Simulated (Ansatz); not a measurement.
**CdS under load (space group P6_3mc): band-edge transport data**

Consider the following.

```
CdS
1.0
    4.27297     0.00000     0.00000
   -2.13648     3.70050     0.00000
    0.00000     0.00000     6.47482
Cd S
2 2
Direct
  0.33333   0.66667   0.99092
  0.66667   0.33333   0.49092
  0.33333   0.66667   0.38408
  0.66667   0.33333   0.88408
```

The numbers are results of PBE with spin-orbit coupling, rigid bands (plane waves, PAW; Ansatz, a quantum-chemistry and plane-wave program), not measurements. Condition of this run: biaxial stress in the c plane of -3.2 GPa (compression positive) (the target of the relaxation). How the cell was made: cell and atoms relaxed with PBEsol, then loaded as said.

```
Quantity                                                                Value
--------------------------------------------  -------------------------------
band gap                                                              1.11 eV
electron conductivity mass (300 K, dilute)                           0.140 mₑ
hole conductivity mass (300 K, dilute)        1.63 (x), 1.63 (y), 0.46 (z) mₑ
effective density of states N_c (300 K)                           1.3e18 cm⁻³
effective density of states N_v (300 K)                           2.7e19 cm⁻³
density-of-states mass, electrons                                    0.137 mₑ
density-of-states mass, holes                                         1.05 mₑ
Seebeck coefficient, n-type 1e19 cm⁻³, 300 K                         -85 μV/K
Seebeck coefficient, p-type 1e19 cm⁻³, 300 K                         315 μV/K
```

Rigid bands; masses and Seebeck coefficients take one relaxation time τ for all states and one kind of carrier; polarons and phonon drag are left out. Geometry: cell and atoms relaxed with PBEsol.
